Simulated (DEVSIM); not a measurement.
System: Schottky contact on n-type GaP, at 300 K.

```tsv
layer (left to right)	material	thickness (μm)	Nd (cm⁻³)	τn (s)	τp (s)
1	GaP	7.20	3.1e16	5e-7	5e-7
2	GaP	0.930	5.4e17	5e-7	5e-7
```

Left contact: Schottky, work function 5.43 eV, emission velocity 9.5e6 cm/s. Right contact: ohmic. Voltage is applied to the left contact. Recombination: SRH at mid-gap, radiative, Auger. Mobility is μmin + (μ − μmin)/(1 + (N/Nref)^α).

The device is made up for the run: typed textbook-type constants, with dimensions and the other settings drawn at random. Values at 300 K.

```
parameter         GaP
-------------  ------
gap (eV)         2.26
affinity (eV)     3.8
permittivity     11.1
Nc (cm⁻³)      1.8e19
Nv (cm⁻³)      1.9e19
μn (cm²/Vs)       250
μp (cm²/Vs)       150
μn,min             10
μp,min             10
Nref,n         4.4e18
Nref,p           1e18
αn                0.8
αp               0.85
B (cm³/s)       1e-13
Cn (cm⁶/s)      1e-30
Cp (cm⁶/s)      1e-30
```

DEVSIM, 1D drift-diffusion, Boltzmann statistics, complete ionisation; no tunnelling, impact ionisation, image-force lowering or self-heating. Metal contacts follow the ideal Schottky-Mott rule: no Fermi-level pinning, no interface dipoles.

### Question
Tabulate band edges, carrier densities and field at 1.15 V on the left contact.

### Answer
Energies count from the Fermi level of the right contact; mesh points crowd at the junctions.

```csv
x (μm),Ec (eV),Ev (eV),n (cm⁻³),p (cm⁻³),field (V/cm)
0.000,0.480,-1.780,8.8e10,5.0e8,-54000
0.02398,0.365,-1.895,1.3e13,5700000,-42000
0.07572,0.214,-2.046,4.5e15,17000,-17000
0.1748,0.165,-2.095,3.0e16,2600,-380
0.5024,0.164,-2.095,3.1e16,2400,≈ 0
1.025,0.164,-2.095,3.1e16,2300,≈ 0
2.152,0.164,-2.095,3.1e16,2200,≈ 0
4.808,0.165,-2.095,3.1e16,1900,≈ 0
6.011,0.165,-2.095,3.1e16,1800,≈ 0
6.640,0.165,-2.095,3.1e16,1800,≈ 0
6.931,0.165,-2.095,3.1e16,1700,≈ 0
7.113,0.164,-2.096,3.2e16,1700,-370
7.168,0.154,-2.106,4.6e16,1200,-4800
7.197,0.119,-2.141,1.8e17,300,-28000
7.230,0.091,-2.169,5.4e17,< 1e2,-190
7.281,0.091,-2.169,5.4e17,< 1e2,≈ 0
7.387,0.091,-2.169,5.4e17,< 1e2,≈ 0
7.585,0.091,-2.169,5.4e17,< 1e2,≈ 0
7.920,0.091,-2.169,5.4e17,< 1e2,≈ 0
8.034,0.091,-2.169,5.4e17,< 1e2,≈ 0
8.095,0.091,-2.169,5.4e17,< 1e2,≈ 0
8.130,0.091,-2.169,5.4e17,< 1e2,≈ 0
```
